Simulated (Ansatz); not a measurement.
Here is the system:

```
CdSe
1.0
    4.26463     0.00000     0.00000
    2.13231     3.69328     0.00000
    2.13231    -1.23109     3.53798
Cd Se
1 1
Direct
  0.99774   0.00113   0.00340
  0.50226   0.24887   0.74660
```

No spin polarisation.

Method: plane-wave PAW DFT at the PBEsol level (Ansatz, a quantum-chemistry and plane-wave program, 420 eV), spin-orbit coupling left out. Γ-centred 9×9×9 mesh, Fermi–Dirac width 0.05 eV.

### Question
Predict the gap character.

### Answer
Direct at Γ.

### Question
What is the computed space group?

### Answer
R3m (No. 160).

### Question
What is the computed band gap?

### Answer
0.47 eV.

The cells carry an imposed strain or load. Stability against distortions was not tested. The cell was made from CdSe in the zinc blende structure (space group F-43m, No. 216) by this change: biaxial strain −0.83 %, plane normal [111], relaxed out of plane.
